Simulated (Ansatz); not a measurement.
Functionals compared on a constructed model of the (0001) surface of 4H silicon carbide, Si-terminated, (√3x√3)R30° Si adatom at H3 (bottom of the slab: 3 H on 3 bottom sites), in Ansatz (plane waves, PAW). The structure was relaxed with PBE; the other rows are single points on it. Cutoff 420 eV (500 eV for r2SCAN).

Slab: 28 atoms, 10.8 Å thick at the start with caps and adatoms (thin: gaps and levels are the slab's own); k 6x6x1, smearing 0.025 eV, dipole-corrected; 6 atoms held, the rest relaxed; symmetry of the start imposed; spin-polarised, ending with about 1.0 μB a cell; orders that need a larger cell were not tried, no spin-orbit, no U. In PBE it lies 0.17 eV a 1x1 cell over the lowest computed structure of the same composition ((√3x√3)R30° Si adatom at T4). These notes are the PBE run's. r2SCAN: The program's check for a lower electronic state was not made.

```tsv
functional	gap of the slab on its k-mesh (eV)	highest filled level below the top vacuum level (eV)	magnetic moment of the cell (μB)	rough cost of the single point
PBE	0.53	5.04	1.00	–
r2SCAN	1.03	5.31	1.00	about 2.8 core-minutes (a rough figure)
```

Ansatz is a quantum-chemistry and plane-wave program.
